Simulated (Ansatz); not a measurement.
```yaml
crystal:
  lattice:
    - [0.00000, 5.49151, 5.49151]
    - [5.49151, 0.00000, 5.49151]
    - [5.49151, 5.49151, 0.00000]
  atoms:
    - { symbol: Cs, position: [0.75000, 0.75000, 0.75000] }
    - { symbol: Cs, position: [0.25000, 0.25000, 0.25000] }
    - { symbol: Na, position: [0.50000, 0.50000, 0.50000] }
    - { symbol: Sc, position: [0.00000, 0.00000, 0.00000] }
    - { symbol: Br, position: [0.76114, 0.23886, 0.23886] }
    - { symbol: Br, position: [0.23886, 0.76114, 0.76114] }
    - { symbol: Br, position: [0.23886, 0.76114, 0.23886] }
    - { symbol: Br, position: [0.76114, 0.23886, 0.76114] }
    - { symbol: Br, position: [0.23886, 0.23886, 0.76114] }
    - { symbol: Br, position: [0.76114, 0.76114, 0.23886] }
```

The cell is a database entry relaxed within its symmetry; it need not be the phase found at ambient conditions. 

List the harmonic phonon frequencies (cm⁻¹; finite displacements on a 2×2×2 mesh, DFT at the PBEsol level (Ansatz, a program for electronic structure), k mesh 4×4×4) at q = (0.000, -0.500, -0.500), (0.000, 0.000, -0.500), (0.000, 0.000, 0.000), in fractions of this cell's reciprocal vectors. At Γ leave out the LO-TO shift.


- (0.000, -0.500, -0.500): 11, 30, 30, 33, 33, 34, 38, 38, 39, 39, 48, 50, 54, 54, 55, 78, 78, 86, 87, 87, 90, 133, 156, 165, 166, 166, 177, 241, 241, 245
- (0.000, 0.000, -0.500): 24, 25, 25, 30, 30, 37, 37, 37, 41, 41, 43, 47, 56, 58, 58, 80, 80, 84, 105, 105, 111, 123, 123, 137, 168, 168, 202, 230, 230, 275
- (0.000, 0.000, 0.000): 0, 0, 0, 6, 6, 6, 37, 37, 37, 41, 41, 41, 51, 51, 51, 83, 83, 83, 85, 85, 85, 132, 132, 168, 168, 168, 181, 243, 243, 243

The PAW data sets were generated under PBE and serve the other functionals too.
